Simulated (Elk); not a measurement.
Elk run on Ca (Fm-3m, 1 atom in the cell): self-consistent single point.

Level of theory: PBEsol, all-electron FP-LAPW, Elk's shipped species files, APW+lo basis with extra local orbitals (Elk).

```
CELL_PARAMETERS angstrom
      0.00000     2.79837     2.79837
      2.79837     0.00000     2.79837
      2.79837     2.79837     0.00000
ATOMIC_POSITIONS crystal
  Ca 0.00000 0.00000 0.00000
```

Reference input (self-consistent single point, DFT, PBEsol, all-electron FP-LAPW, Elk's shipped species files, APW+lo basis with extra local orbitals): xctype = 22; rgkmax = 8; stype = 3; swidth = 0.00367493 Ha; ngridk = 5 5 5; gmaxvr = 14 1/bohr; nxlo = 2; lorbcnd = true; lmaxi = 2. This run's input differs from it in these lines:

```diff
@@ -7,3 +7,3 @@
 rgkmax
-  8.0
+  5.37
```

Output, abridged:

```
│ Self-consistent loop started │
│ Loop number : 1 │
 total energy                :     -680.202049568
│ Loop number : 2 │
 total energy                :     -680.193954372
RMS change in Kohn-Sham potential (target) :   0.3019457275     (  0.1000000000E-05)
Absolute change in total energy (target)   :   0.8095196317E-02 (  0.1000000000E-03)
│ Loop number : 3 │
 total energy                :     -679.860753999
RMS change in Kohn-Sham potential (target) :   0.1626728377     (  0.1000000000E-05)
Absolute change in total energy (target)   :   0.3352241722     (  0.1000000000E-03)
│ Loop number : 4 │
   [... lines left out ...]
Absolute change in total energy (target)   :   0.4587053443E-03 (  0.1000000000E-03)
│ Loop number : 11 │
 total energy                :     -679.544913354
RMS change in Kohn-Sham potential (target) :   0.2786669658E-06 (  0.1000000000E-05)
Absolute change in total energy (target)   :   0.1405372439E-03 (  0.1000000000E-03)
│ Loop number : 12 │
 total energy                :     -679.544911929
RMS change in Kohn-Sham potential (target) :   0.9976641528E-07 (  0.1000000000E-05)
Absolute change in total energy (target)   :   0.3655867772E-04 (  0.1000000000E-03)
Convergence targets achieved

│ Loop number : 13 │

Energies :
 Fermi                       :     0.889085614070E-01
 total energy                :     -679.544910923

Density of states at Fermi energy :    34.15813033
 (states/Hartree/unit cell)

Estimated indirect band gap :   0.5312380623E-02
 from k-point      9 to k-point      6
Estimated direct band gap   :   0.2174180923E-01
 at k-point      9

Charges :
 core                        :    10.00000000
 valence                     :    10.00000000
 interstitial                :    1.945569174
 muffin-tins (core leakage)
  species :    1 (Ca)
   atom    1                 :    18.05443083     (  0.1949346107E-07)
 total in muffin-tins        :    18.05443083
 total calculated charge     :    20.00630115
 total charge                :    20.00000000
 error                       :   0.6301146582E-02

│ Self-consistent loop stopped │
```

The run converged in 13 iterations. The count includes the last loop, which Elk runs after its targets are met. Against the reference run the free energy rises by 806 meV/atom.

The starting cell has typed, rounded lattice constants, without a prior relaxation at this level. Its lattice was rescaled by up to half a per cent. Values depend on the basis (sphere radii, cutoffs, local orbitals), which need not be converged. The log's line on a gap gives a spacing of levels on this mesh, which the program prints for metals too.
